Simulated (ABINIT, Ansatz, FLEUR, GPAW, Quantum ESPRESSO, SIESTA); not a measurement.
HfMg6Sn (Amm2, 8 atoms in the cell) computed with different codes at matched settings

Self-consistent single point.

```
HfMg6Sn
1.0
    4.98242     0.00000     0.00000
    0.00000     3.25551     5.52429
    0.00000    -3.25551     5.52429
Mg Hf Sn
6 1 1
Direct
  0.50000   0.33261   0.83375
  0.50000   0.83375   0.33261
  0.50000   0.33298   0.33298
  0.00000   0.17340   0.66390
  0.00000   0.66390   0.17340
  0.00000   0.16599   0.16599
  0.00000   0.66911   0.66911
  0.50000   0.82826   0.82826
```

All programs got the same cell, k-point mesh and kind of occupations (in Ansatz's words: kpoints.mp_grid.grid = 4 3 3; scf.occupations.method = gaussian; scf.occupations.width = 0.2 eV); potentials, basis and cutoffs are each program's usual ones.

| code | model | pressure (GPa) | largest force (eV/Å) | k-points | cutoff |
|---|---|---|---|---|---|
| GPAW | PBEsol, GPAW PAW datasets PBEsol (made by gpaw-setup) | -1.20 | 0.134 | 12 | 800 eV |
| Quantum ESPRESSO | PBEsol, GBRV 1.5 ultrasoft (PBESOL) pseudopotentials | -1.26 | 0.126 | 12 | 40 Ry |
| ABINIT | PBEsol, norm-conserving pseudopotentials (PseudoDojo nc-sr-04 PBEsol standard) | -1.13 | 0.122 | 12 | 42 Ha |
| FLEUR | PBEsol, all-electron FLAPW (FLEUR), scalar-relativistic valence | – | 0.121 | 12 | Kmax 3.8 1/bohr |
| Ansatz | PBEsol, PAW files made with PBE | -1.18 | 0.123 | 12 | default |
| SIESTA | GGA PBEsol, numerical atomic orbitals TZP, PseudoDojo PBEsol standard norm-conserving potentials (rewritten from UPF to PSML) | -0.60 | 0.093 | 20 | grid 400 Ry |

Size of the force on each atom (eV/Å): Sizes of forces hide their directions.

```json
[
 {"code": "GPAW", "Mg1": "0.006", "Mg2": "0.006", "Mg3": "0.016", "Mg4": "0.049", "Mg5": "0.049", "Mg6": "0.002", "Hf7": "0.134", "Sn8": "0.077"},
 {"code": "Quantum ESPRESSO", "Mg1": "0.005", "Mg2": "0.005", "Mg3": "0.015", "Mg4": "0.045", "Mg5": "0.045", "Mg6": "0.002", "Hf7": "0.126", "Sn8": "0.068"},
 {"code": "ABINIT", "Mg1": "0.006", "Mg2": "0.006", "Mg3": "0.014", "Mg4": "0.048", "Mg5": "0.048", "Mg6": "0.005", "Hf7": "0.122", "Sn8": "0.067"},
 {"code": "FLEUR", "Mg1": "0.006", "Mg2": "0.006", "Mg3": "0.015", "Mg4": "0.045", "Mg5": "0.045", "Mg6": "0.002", "Hf7": "0.121", "Sn8": "0.065"},
 {"code": "Ansatz", "Mg1": "0.008", "Mg2": "0.008", "Mg3": "0.015", "Mg4": "0.044", "Mg5": "0.044", "Mg6": "0.003", "Hf7": "0.123", "Sn8": "0.071"},
 {"code": "SIESTA", "Mg1": "0.007", "Mg2": "0.007", "Mg3": "0.010", "Mg4": "0.084", "Mg5": "0.084", "Mg6": "0.021", "Hf7": "0.093", "Sn8": "0.010"}
]
```

A dash marks a value that a program does not give, or that is left out as unsure.

The spread over the programs that give each value: pressure within 0.66 GPa; largest force within 0.041 eV/Å.

The starting cell comes from a database of computed structures (which also holds hypothetical and non-ambient phases and stackings), without a prior relaxation at this level. On Ansatz's run: Spin-orbit coupling is off.

### Question
Why do the programs differ, and what cannot be compared?

### Answer
Differences of this kind can come from the potentials, where these differ, and from what each basis and cutoff leave unconverged. The valence holds different numbers of electrons (GPAW 86, Quantum ESPRESSO 86, ABINIT 86, FLEUR 100, Ansatz (an electronic-structure program) 100, SIESTA 86). The zero of total energies and Fermi levels follows the potentials and each program's conventions, so they are not compared here. SIESTA uses small atom-centred bases, whose incompleteness enters pressures, forces and empty levels differently from a plane-wave cutoff. FLEUR treats all electrons, but the usual bases taken here (sphere radii, linearisation, local orbitals, empty states) were not tested for convergence, so the values are no reference for the others. Ansatz's pressure is given at a fixed set of plane waves, as the other plane-wave codes print theirs. The programs reduce the same mesh by symmetry to different extents, which changes the work and not the result.

Left out of this page: CP2K (unsound by tests on forces, stress, charge or solver warnings); Elk (not drawn, or without a comparable value).

Keys are those of Ansatz 0.2.
